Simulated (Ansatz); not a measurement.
Pressure series in hypothetical Cc Ga2O3

Consider Ga₂O₃ (space group Cc, No. 9; a = 10.067 Å, b = 5.749 Å, c = 5.951 Å, α = 90.00°, β = 122.28°, γ = 90.00°; a hypothetical phase, not in the database extracts checked).

Cell and atoms are relaxed at each pressure.

All numbers come from PBE (Ansatz, a program for electronic structure, PAW, no spin-orbit coupling).

Two rows of this table had their results exchanged by mistake.

```tsv
pressure	volume per atom (Å³)	shortest distance (Å)	band gap
pressure 0.3 GPa	14.50	1.803	2.06 eV
pressure 0.7 GPa	14.41	1.802	2.07 eV
pressure 1.5 GPa	14.23	1.801	2.10 eV
pressure 3 GPa	13.88	1.798	2.14 eV
pressure 5 GPa	11.77	1.831	2.72 eV
pressure 7.5 GPa	12.07	1.836	2.70 eV
pressure 10 GPa	12.40	1.842	2.65 eV
```

Question: Which two?

Answer: The rows for pressure 5 GPa and pressure 10 GPa: the volume has to fall steadily with pressure, so 12.40 Å³ belongs to pressure 5 GPa and 11.77 Å³ to pressure 10 GPa.

Load acts through the strain it causes; cell and atoms are relaxed under it. Stability against distortions was not tested. Competing high-pressure phases were not computed. Along this pressure series the structure jumps between pressure 3 GPa and pressure 5 GPa; cells beyond that are another form of it.
